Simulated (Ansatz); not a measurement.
Consider K in the bcc (W type) structure (space group Im-3m, No. 229; a = 5.2800 Å).

Structures relaxed with Ansatz (an electronic-structure program) PBE, no SOC.

Base:

Simulated powder pattern, Mo Kα, λ = 0.71073 Å (kinematic, ideal powder, no thermal factors, no anomalous dispersion; the 10 strongest lines at most, above 2 %, up to 2θ = 40°):

| 2θ (°) | I/Imax (%) | hkl |
|---|---|---|
| 10.92 | 100 | (110) |
| 15.47 | 20 | (200) |
| 18.98 | 43 | (211) |
| 21.95 | 13 | (220) |
| 24.58 | 19 | (310) |
| 26.96 | 4.5 | (222) |
| 29.17 | 21 | (321) |
| 33.18 | 9.9 | (330) |
| 35.03 | 5.5 | (420) |
| 36.80 | 4.6 | (332) |

One thing is altered: a hydrostatic pressure of 0.3 GPa.

Question: How do the reflections move or split?

Answer: 
Simulated powder pattern, Mo Kα, λ = 0.71073 Å (kinematic, ideal powder, no thermal factors, no anomalous dispersion; the 10 strongest lines at most, above 2 %, up to 2θ = 40°):

| 2θ (°) | d (Å) | I/Imax (%) | hkl |
|---|---|---|---|
| 11.19 | 3.645 | 100 | (110) |
| 15.85 | 2.577 | 20 | (200) |
| 19.44 | 2.104 | 42 | (211) |
| 22.49 | 1.822 | 13 | (220) |
| 25.18 | 1.630 | 18 | (310) |
| 27.63 | 1.488 | 4.4 | (222) |
| 29.90 | 1.378 | 20 | (321) |
| 34.01 | 1.215 | 9.6 | (411) |
| 35.92 | 1.153 | 5.3 | (420) |
| 37.73 | 1.099 | 4.5 | (332) |

The indices refer to the base's conventional cell; one index is shown for lines that coincide.

Load acts through the strain it causes; cell and atoms are relaxed under it. Stability against distortions was not tested.
